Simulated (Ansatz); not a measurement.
An Ansatz (an electronic-structure program) input (PBEsol, PAW, 420 eV (Ansatz; scalar-relativistic without spin-orbit coupling), earlier PAW set):

Ansatz 0.2 input:
```yaml
crystal:
  lattice:
    - [2.7103861197, 0, 0]
    - [-0.9034620399, 2.5553765398, 0]
    - [0, 0, 17.2130209997]
  atoms:
    - { symbol: Mo, position: [0.25, 0.25, 0.4357166589] }
    - { symbol: Mo, position: [0.75, 0.75, 0.5642833411] }
basis: { ecutwfc: 420, ecutrho_ratio: 4, xc_grid: 2, fft_grid_basis: typed }
kpoints: { mp_grid: { grid: [18, 18, 1] } }
hamiltonian:
  xc: pbesol
  dispersion: none
  pseudopotentials: { azcp: { folder: ./paw }, kind: paw }
scf: { occupations: { method: fermi_dirac, width: 0.05 }, convergence: { dr2_threshold: 0.0000000002 } }
relax: { f_tol: 0.01, max_steps: 50 }
output: { forces: true, stress: true }
checkpoint: { write: state.ck, write_every: 1000 }
```

### Question
Which symmetry and how many k-points will the program report, and about how many plane waves at Γ?

### Answer
Space group Cmme (ITA 67) with 8 operations, k-points 91 of 324, and 2371 plane waves at Γ.

Stability against distortions was not tested. All final runs are without spin polarisation. The cell was made from Mo in the bcc (W type) structure (space group Im-3m, No. 229) by this change: a free-standing slab of 2 layers (2 atoms, 1 a layer) is cut normal to [110], with 15 Å of vacuum and the in-plane cell held at bulk.
